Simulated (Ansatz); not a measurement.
**Bulk modulus B0 of Pd (model structure, started from the diamond type, Fd-3m, No. 227, 2 atoms in the cell) at several levels of theory**

No measured value is used here.

| level (code) | value (GPa) | cell (Å³/atom) |
|---|---|---|
| LDA (Ansatz) | 96.4 | 22.12 |
| PBE (Ansatz) | 66.1 | 24.49 |
| PBEsol (Ansatz) | 83.4 | 22.96 |
| r²SCAN (Ansatz) | ___ | 23.60 |

**Question.** Some entries are withheld; supply them.

**Answer.** 
- r²SCAN (Ansatz, a program for electronic structure), value (GPa): 76.9

The crystal itself was run without spin with r²SCAN; a magnetic state was not tried in these runs. LDA, PBE, PBEsol, r²SCAN: the bulk modulus is −V dP/dV from two relaxed cells at ±2 % in volume. Each level is taken at its own relaxed cell. Cutoffs differ between the levels. Ansatz's density-functional and Hartree–Fock values are scalar-relativistic unless marked +SOC, with PAW data made under PBE.

A model structure was made by putting elements into a prototype or built by hand; it is no filed structure, need not be a known phase, and can be a saddle point held by its symmetry.
